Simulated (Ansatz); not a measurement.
Consider the following.

```
HfO2
1.0
    3.51136     0.00000     0.00000
    0.00000     4.96581     0.00000
    1.75568     2.48290     1.81902
Hf O
1 2
Direct
  0.00000   0.00000   0.00000
  0.50000   0.74731   0.00000
  0.50000   0.25269   0.00000
```

No spin polarisation.

Method: r2SCAN (Ansatz, a first-principles code; PAW; 500 eV plane waves; no SOC), earlier PAW set. k-mesh 11×11×11 (Γ-centred); smearing 0.05 eV (Fermi–Dirac).

**Question.** Estimate the band gap.

**Answer.** 4.21 eV.

**Question.** Estimate the space group.

**Answer.** Immm (No. 71).

**Question.** Estimate the mean in-plane stress (compression positive).

**Answer.** +8.8 GPa.

**Question.** Estimate the gap character.

**Answer.** Direct at X.

With Hf present, leaving out spin-orbit coupling can change the band edges. The cells carry an imposed strain or load. Stability against distortions was not tested. The cell was made from HfO2 in the fluorite structure (space group Fm-3m, No. 225) by this change: biaxial strain −1.84 %, plane normal [110], relaxed out of plane. This is not the structure that HfO2 has at room temperature and ambient pressure.
